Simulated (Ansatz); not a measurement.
Start from Mg₂Ge in the anti-fluorite structure (space group Fm-3m, No. 225; a = 6.2865 Å). Axes: x, y, z lie along the cube axes.

Method: LDA (Ansatz, an electronic-structure program), spin-orbit coupling left out.

For the base:

```
Property   Result
--------  -------
Pressure  0.0 GPa
```

Now apply this change: compressive biaxial strain of 1.50 % in the plane normal to [001], as in epitaxy on a mismatched substrate; the out-of-plane cell vector and the atoms relax.

### Question
Estimate the effect on the pressure and energy relative to the base.

### Answer
The pressure (mean of the normal stresses, compression positive) goes from zero to 1.4 GPa; the energy goes up by 4.0 meV/atom.

No phonon test of stability was made. All final runs are without spin polarisation. Gaps under 0.05 eV, about the width of the smearing, are given as zero.
